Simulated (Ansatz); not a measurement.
Start from SbO2 (space group C2/c, No. 15).

```
SbO2
1.0
    6.03355    -2.43492     0.00000
    6.03355     2.43492     0.00000
   -1.37420     0.00000     5.22990
Sb O
4 8
Direct
  0.28060   0.71940   0.75000
  0.71940   0.28060   0.25000
  0.00000   0.50000   0.00000
  0.50000   0.00000   0.50000
  0.31934   0.49350   0.03261
  0.68066   0.50650   0.96739
  0.50650   0.68066   0.46739
  0.49350   0.31934   0.53261
  0.75896   0.86442   0.82779
  0.24104   0.13558   0.17221
  0.13558   0.24104   0.67221
  0.86442   0.75896   0.32779
```

Cartesian axes are those of the cell as printed.

Calculations: PBEsol/PAW in Ansatz (a quantum-chemistry and plane-wave program), no spin-orbit coupling.

It is then changed as follows: tensor shear ε_xy = +1.83 % (engineering shear γ = 0.0366); the atoms relax in the strained cell.

Task: Predict the new energy relative to the base, largest internal atomic displacement and stress.

Result: The energy rises by 2.8 meV/atom; the largest internal atomic displacement is 0.072 Å; the stress (xx, yy, zz, yz, xz, xy; compression positive) is (0.22, 0.10, 0.14, 0.37, -0.02, -1.94) GPa.

Whether these cells are dynamically stable was not tested.
